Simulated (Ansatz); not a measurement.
Start from C in the graphite type structure (space group P6_3/mmc, No. 194; a = 2.465 Å, c = 6.729 Å; layered, stacked along the Cartesian z axis).

The values are results of Ansatz (a first-principles code) PBE-D3(BJ), no spin-orbit coupling, earlier PAW set, not measurements.

For the base:

| Property | Value |
|---|---|
| Pressure | 0.0 GPa |
| Band gap | zero |

One thing is altered: an isotropic linear strain of +1.91 %; the atoms relax in the strained cell.

### Question
Predict the new energy relative to the base, pressure and band gap.

### Answer
The energy rises by 25 meV/atom; the pressure (mean of the normal stresses, compression positive) goes from zero to -14.9 GPa; the band gap is still zero.

A case with no gap was solved on a k-mesh chosen for an insulator, which is coarse for it. No phonon test of stability was made.
